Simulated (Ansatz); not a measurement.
Levels about the gap of amorphous Hf10Si10O31N6 (57 atoms in a cell of 835 Å³, 5.26 g/cm³; zone centre alone, so wide bands show as single levels with stretches between that a denser mesh fills), at the geometry that PBE relaxed, where it gives 0.0 GPa on a denser mesh. The participation number counts the atoms over which a state spreads; weights are charges in smoothed Voronoi cells. The levels come from a single point, so bond lengths are those of that geometry. Method of the levels: r2SCAN, scalar-relativistic without spin-orbit coupling (Ansatz, an electronic-structure program). Sampling: the zone centre alone; Fermi-Dirac width 0.02 eV; no spin polarisation.

A CHGNet melt-quench gave the starting glass, which DFT then relaxed. O and N atoms were pushed apart under 1.9 Å during the dynamics, to hinder bonds among them. The hot cell started wider than the set density and was brought back towards it in steps. It is the lowest in DFT energy of 2 quenches. It is a model cell: composition and starting density were chosen by hand, and all elements were melted together. No dispersion term was used. Its density started from a set value of 5.52 and ended at 5.26 g/cm³. Cooling (nominally 600 K/ps over its main leg) ran many orders faster than in experiment, which tends to leave more defects and strain. One small periodic cell is one sample of the glass; other quenches scatter about these values. Volume and shape were free in the relaxation.

```json
[
 {"E - E(highest filled), eV": "-1.04", "filling": "filled", "participation number": "17.8", "largest on": "O, 2 neighbours", "weight N": "0.25", "weight O": "0.67", "weight Hf": "0.06", "weight Si": "0.03"},
 {"E - E(highest filled), eV": "-0.93", "filling": "filled", "participation number": "10.6", "largest on": "O, 2 neighbours", "weight N": "0.20", "weight O": "0.71", "weight Hf": "0.06", "weight Si": "0.02"},
 {"E - E(highest filled), eV": "-0.59", "filling": "filled", "participation number": "9.3", "largest on": "N, 3 neighbours", "weight N": "0.60", "weight O": "0.30", "weight Hf": "0.04", "weight Si": "0.05"},
 {"E - E(highest filled), eV": "-0.54", "filling": "filled", "participation number": "4.5", "largest on": "N, 3 neighbours", "weight N": "0.55", "weight O": "0.35", "weight Hf": "0.07", "weight Si": "0.03"},
 {"E - E(highest filled), eV": "-0.50", "filling": "filled", "participation number": "8.1", "largest on": "N, 3 neighbours", "weight N": "0.59", "weight O": "0.31", "weight Hf": "0.05", "weight Si": "0.05"},
 {"E - E(highest filled), eV": "-0.22", "filling": "filled", "participation number": "6.1", "largest on": "N, 3 neighbours", "weight N": "0.66", "weight O": "0.23", "weight Hf": "0.09", "weight Si": "0.02"},
 {"E - E(highest filled), eV": "0.00", "filling": "filled", "participation number": "6.4", "largest on": "N, 3 neighbours", "weight N": "0.73", "weight O": "0.17", "weight Hf": "0.05", "weight Si": "0.04"},
 {"E - E(highest filled), eV": "3.95", "filling": "empty", "participation number": "28.7", "largest on": "Hf, 6 neighbours", "weight N": "0.08", "weight O": "0.47", "weight Hf": "0.40", "weight Si": "0.04"},
 {"E - E(highest filled), eV": "4.26", "filling": "empty", "participation number": "16.5", "largest on": "Hf, 4 neighbours", "weight N": "0.11", "weight O": "0.25", "weight Hf": "0.61", "weight Si": "0.03"},
 {"E - E(highest filled), eV": "4.33", "filling": "empty", "participation number": "13.1", "largest on": "Hf, 5 neighbours", "weight N": "0.09", "weight O": "0.26", "weight Hf": "0.61", "weight Si": "0.04"},
 {"E - E(highest filled), eV": "4.51", "filling": "empty", "participation number": "13.4", "largest on": "Hf, 5 neighbours", "weight N": "0.06", "weight O": "0.30", "weight Hf": "0.58", "weight Si": "0.05"},
 {"E - E(highest filled), eV": "4.55", "filling": "empty", "participation number": "13.8", "largest on": "Hf, 6 neighbours", "weight N": "0.03", "weight O": "0.35", "weight Hf": "0.60", "weight Si": "0.03"},
 {"E - E(highest filled), eV": "4.57", "filling": "empty", "participation number": "13.7", "largest on": "Hf, 6 neighbours", "weight N": "0.05", "weight O": "0.31", "weight Hf": "0.62", "weight Si": "0.02"},
 {"E - E(highest filled), eV": "4.65", "filling": "empty", "participation number": "13.2", "largest on": "Hf, 5 neighbours", "weight N": "0.05", "weight O": "0.29", "weight Hf": "0.63", "weight Si": "0.03"}
]
```

Most localised among these is the filled level at -0.54 eV, on a N atom, which has 3 neighbours (Si 1.71 Å, Hf 2.05 Å, Hf 2.08 Å).
